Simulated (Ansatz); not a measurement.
The reference is InP in the zinc blende structure (space group F-43m, No. 216; a = 5.879 Å).

It is then changed as follows: full substitution In → Ga, then cell and atoms are relaxed.

Levels (all Ansatz, a quantum-chemistry and plane-wave program, PAW, earlier PAW set): PBEsol (420 eV, scalar-relativistic without spin-orbit coupling); HSE06 (420 eV, spin-orbit coupling left out).

The geometry is relaxed with PBEsol.

| Property | Result |
|---|---|
| PBEsol lowest conduction level above the VBM at special points | X 1.50 eV; L 1.60 eV; Γ 1.80 eV |

With HSE06 at the same geometry, the lowest conduction level above the VBM at special points goes from X 1.50 eV; L 1.60 eV; Γ 1.80 eV to X 2.27 eV; L 2.53 eV; Γ 2.85 eV.

Single points use the geometry relaxed with PBEsol. HSE06 gaps are upper bounds (no full band path). The levels and masses belong to the bands next to the band gap. Whether these cells are dynamically stable was not tested.
